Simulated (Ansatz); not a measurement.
The starting structures come from a database of crystals and need not be the phases stable at ambient conditions.

 Where the default PAW files enter, the runs use the earlier of Ansatz's two default sets.

Input:

```
OsPSe
1.0
    5.98508     0.00000     0.00000
    0.00000     6.08560     0.00000
    0.00000     2.25746     5.55030
P Os Se
4 4 4
Direct
  0.37025   0.61582   0.14280
  0.62975   0.38418   0.85720
  0.87025   0.88418   0.85720
  0.12975   0.11582   0.14280
  0.01224   0.70937   0.26305
  0.98776   0.29063   0.73695
  0.51224   0.79063   0.73695
  0.48776   0.20937   0.26305
  0.62550   0.80618   0.33532
  0.37450   0.19382   0.66468
  0.12550   0.69382   0.66468
  0.87450   0.30618   0.33532
```

Space group of this cell: P2_1/c. The cell is taken as given; by r2SCAN its mean pressure is -3.1 GPa.

Transport runs along the normal of the first two printed cell vectors.

The gap is the functional's own. No spin-orbit coupling. Mid-gap values are interpolated on the energy grid.

Task: State the band gap and the smallest decay constant κ at mid-gap according to r2SCAN run with Ansatz (a quantum-chemistry and plane-wave program).

Result: Gap 0.62 eV on a 6×6×6 mesh; κ = 0.154 1/Å, at the zone centre.
